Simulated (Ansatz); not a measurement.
An Ansatz (an electronic-structure program) run: Ti; plane-wave PAW DFT at the PBE level (Ansatz, 420 eV), spin-orbit coupling left out, earlier PAW set.

Input:

Ansatz 0.2 input:
```yaml
crystal:
  lattice:
    - [2.9388500067, 0, 0]
    - [-1.4694250033, 2.5451187637, 0]
    - [0, 0, 4.6499588161]
  atoms:
    - { symbol: Ti, position: [0.3333333333, 0.6666666667, 0.75] }
    - { symbol: Ti, position: [0.6666666667, 0.3333333333, 0.25] }
basis: { ecutwfc: 420, ecutrho_ratio: 4, xc_grid: 2, fft_grid_basis: typed }
kpoints: { mp_grid: { grid: [18, 18, 10] } }
hamiltonian:
  xc: pbe
  dispersion: none
  pseudopotentials: { azcp: { folder: ./paw }, kind: paw }
scf: { occupations: { method: fermi_dirac, width: 0.05 }, convergence: { dr2_threshold: 0.0000000002 } }
output: { forces: true, stress: true }
checkpoint: { write: state.ck, write_every: 1000 }
```

Output (explanatory and most iteration lines left out):

```
Pseudopotential: Ti, paw, valence charge 12
Crystal: 2 atoms, lattice volume = 34.780 Å³
Basis set: ecut = 420 eV, 687 PW (Γ), exchange–correlation on 40×40×64 points (8 copies of the dense FFT grid, shifted against one another)
Bands: 16, of which v1, the nominal top of the filled ones, is band 12 counted from 1 (11 counted from 0)
Symmetry: 24 space group operations
Space group: P63/mmc (ITA 194), of the structure as read, at distance tolerance 3.3e-5 Å
k-points: 222 of 3240
Functional: x = pbe(κ = 0.804, μ = 0.2195149727645171), c = pbe(β = 0.06672455060314922)
SCF iter   1: F=—  HF=-4999.740504 eV  |F-HF|=—  |Δ(HF+E_count)|=         —  Δρ=5.90e-2  dr2=1.27e0  ethr=3.10e-3  ⟨swp⟩=4.0  Hψ=14165  notcnv=0
SCF iter   2: F=—  HF=-4999.444442 eV  |F-HF|=—  |Δ(HF+E_count)|=   2.96e-1  Δρ=2.99e-2  dr2=3.45e-1  ethr=3.10e-3  ⟨swp⟩=2.5  Hψ=7026  notcnv=0
SCF 1 converged in 7 iterations: F = -4999.345669 eV  dr2 = 1.74e-10
SCF converged after 7 iterations
Free energy (F): -4999.345669 eV
Internal energy: -4999.328870 eV  (E = F + TS)
E sigma→0 (E₀):  -4999.337270 eV
Entropy (-TS):   -0.016799 eV (-8.399 meV/atom)
Fermi energy:    13.278263 eV
--- Forces (eV/Å), atoms counted from 1 ---
  atom   1  Ti     0.00000000    -0.00000000     0.00000000
  atom   2  Ti    -0.00000000     0.00000000     0.00000000
--- Stress (GPa, compression-positive) ---
       -0.009238       0.000000       0.000000
        0.000000      -0.009238       0.000000
        0.000000       0.000000      -0.003946
  P = ⅓ Tr σ = -0.0075 GPa (-0.075 kbar)
```

Stability against distortions was not tested. All final runs are without spin polarisation. The cell is Ti in the hcp (Mg type) structure (space group P6_3/mmc, No. 194).
